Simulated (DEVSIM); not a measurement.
System: illuminated GaAs p-on-n cell, one wavelength, at 350 K.

Layer 1 from the left is GaAs, thickness (μm) 0.760, Na (cm⁻³) 8.2e17, τn (s) 7.2e-11, τp (s) 3.5e-9, absorption coefficient (cm⁻¹) 26000. Layer 2 from the left is GaAs, thickness (μm) 3.10, Nd (cm⁻³) 1.4e15, τn (s) 4e-9, τp (s) 4e-9, absorption coefficient (cm⁻¹) 26000.

Left contact: ohmic, minority electron recombination velocity 1e5 cm/s. Right contact: ohmic, minority hole recombination velocity 20 cm/s. Voltage is applied to the left contact. Recombination: SRH at mid-gap, radiative, Auger. Light enters at the left, 2.7e18 photons cm⁻² s⁻¹, one pass, no reflection. Mobility is μmin + (μ − μmin)/(1 + (N/Nref)^α).

Constants are typed, rounded textbook-type inputs, not results; the design itself was drawn at random and stands for no fabricated device. Values at 300 K; Nc and Nv go as T^1.5, mobilities as T to minus their exponent, the gap by Varshni's rule with the affinity fixed.

GaAs: gap (eV) 1.424, affinity (eV) 4.07, permittivity 12.9, Nc (cm⁻³) 4.7e17, Nv (cm⁻³) 9e18, μn (cm²/Vs) 8500, μp (cm²/Vs) 400, μn,min 500, μp,min 20, Nref,n 6e16, Nref,p 1.5e17, αn 0.39, αp 0.38, T exponent of μn 2.1, T exponent of μp 2.2, B (cm³/s) 2e-10, Cn (cm⁶/s) 1e-30, Cp (cm⁶/s) 1e-30, Varshni α (eV/K) 0.000541, Varshni β (K) 204.

Model (solved in DEVSIM): 1D drift-diffusion, Boltzmann statistics, complete ionisation; no tunnelling, impact ionisation, image-force lowering or self-heating.

Dark forward current:

```
|V| (V)  |J| (A/cm²)
-------  -----------
0.05        4.641e-8
0.10        1.475e-7
0.15        3.825e-7
0.20        9.399e-7
0.25        2.270e-6
0.30        5.462e-6
0.35        1.316e-5
0.40        3.185e-5
0.45        7.774e-5
0.50       0.0001922
0.55       0.0004848
0.60        0.001264
0.65        0.003469
0.70         0.01028
0.75         0.03365
0.80          0.1224
0.85          0.4796
0.90           1.849
0.95           6.113
1.00           16.96
1.05           45.11
1.10           127.9
1.15           395.9
1.20            1223
1.25            3200
```

Q: Work out the local ideality factor n = ΔV / (kT/q · ln(J2/J1)) between the rows 0.15 and 0.20 V, 0.80 and 0.85 V, 1.20 and 1.25 V.

A: kT/q = 30.16 mV. From 0.15 to 0.20 V: ln(9.399e-7/3.825e-7) = 0.899, n = 1.84. From 0.80 to 0.85 V: ln(0.4796/0.1224) = 1.366, n = 1.21. From 1.20 to 1.25 V: ln(3200/1223) = 0.962, n = 1.72.

Q: What current could the absorbed light give at most, and what share is collected?

A: Σ αd = 10.0, so qΦ(1 − exp(−Σ αd)) = 433 mA/cm². The simulated short-circuit current is 290.6 mA/cm², a share of 0.67.

Q: Estimate the open-circuit voltage by superposition: the voltage at which the dark current equals that short-circuit current.

A: Interpolating ln J in the table gives 0.832 V. The simulation gives 0.831 V, the same within the digits that matter. Superposition holds where collection doesn't change with voltage.

Q: Estimate the fill factor from FF0 = (v − ln(v + 0.72))/(v + 1), v = qVoc/(nkT), with n from the dark curve.

A: The rows about Voc, 0.80 and 0.85 V, give n = 1.21, so v = 22.7 and FF0 = 0.825. The simulation gives 0.811; the estimate lies 1.7 % above.
